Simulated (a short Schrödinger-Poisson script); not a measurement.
Structure: MOS inversion layer, SiO2 on p-type Si(100), at 400 K.

| layer | material | thickness (nm) | Na (cm⁻³) |
|---|---|---|---|
| 1 | SiO2 | 3.5 | - |
| 2 | Si | 390 | 1.2e18 |

Constants are typed, rounded textbook-type inputs, not results; the design itself was drawn at random and stands for no fabricated device. SiO2: permittivity 3.9, conduction-band edge (eV) 3.15, gap (eV) 9, electron mass (mₑ) 0.5. Si: permittivity 11.7, conduction-band edge (eV) 0, gap (eV) 1.124, Nv at 300 K (cm⁻³) 3.1e19.

Channel valleys (confinement mass, in-plane density-of-states mass, number): Δ2 0.916, 0.19, 2; Δ4 0.19, 0.417, 4. At the gate the conduction-band edge of layer 1 lies 3.18 eV − eVg above the Fermi level of the channel; the field vanishes at the back. Gaps are held at their typed values at every temperature. Mesh 0.03 nm at interfaces.

From a short Schrödinger-Poisson script (our own, NumPy): 1D Poisson equation in equilibrium, electrons quantum, Hartree (BenDaniel-Duke, 12 states a valley, the channel's in-plane mass for all, wave functions ending at the dielectric), parabolic valleys, classical holes, full ionisation, no traps, pinning or gate leakage.

The same stack at other levels of the model or other numerical settings:

| run | sheet density of all electrons at Vg = 2.85 V (cm⁻²) | sheet density of all electrons at Vg = 1.05 V (cm⁻²) | capacitance at Vg = 2.85 V (μF/cm²) | centroid of the channel electrons at Vg = 2.85 V (nm) | rough cost against the base |
|---|---|---|---|---|---|
| base | 1.13e13 | 1.67e12 | 0.889 | 1.30 | about 1 |
| electrons treated as classical, Boltzmann | 1.29e13 | 2.38e12 | 0.959 | 0.36 | 0.03 |
| electrons treated as classical, Fermi-Dirac | 1.25e13 | 2.33e12 | 0.933 | 0.51 | 0.2 |
| mesh six times as coarse | 1.13e13 | 1.67e12 | 0.890 | 1.29 | 0.2 |
| one subband a valley | 1.13e13 | 1.65e12 | 0.889 | 1.27 | 0.4 |

The classical rows ignore confinement, and Boltzmann statistics overrate the density once the band edge passes the Fermi level.
